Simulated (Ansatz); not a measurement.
Structures of equal composition on the (0001) surface of 4H silicon carbide (Si plane on top): 2x2 C adatom at H3; 2x2 C adatom at T1; 2x2 C adatom at T4. The slabs share one bottom face, and each structure is named by its start. These are constructed structures in small cells; real faces may alloy, dewet or reconstruct in larger ones, and not all known structures of the face are among them. Slabs of about 10 Å, Fermi-Dirac smearing of 0.025 eV. Bottom of the slabs: H caps. Relaxed from the named starts with such symmetry as they have, on meshes of like density; energies extrapolated to zero smearing; spin only where a row says so; no spin-orbit coupling, no U. Brackets mark spin-polarised runs, whose order is one that fits the cell. Where a second, spin-polarised start was run, the lower counts.

Level of theory: r2SCAN, at the PBE geometry (plane waves to 500 eV, PAW; Ansatz, an electronic-structure program).

Task: Order them by energy per 1x1 cell (lowest first) at the level r2SCAN, at the PBE geometry.

Result: 2x2 C adatom at H3 (0.000 eV), 2x2 C adatom at T4 (0.032 eV), 2x2 C adatom at T1 (1.060 eV)
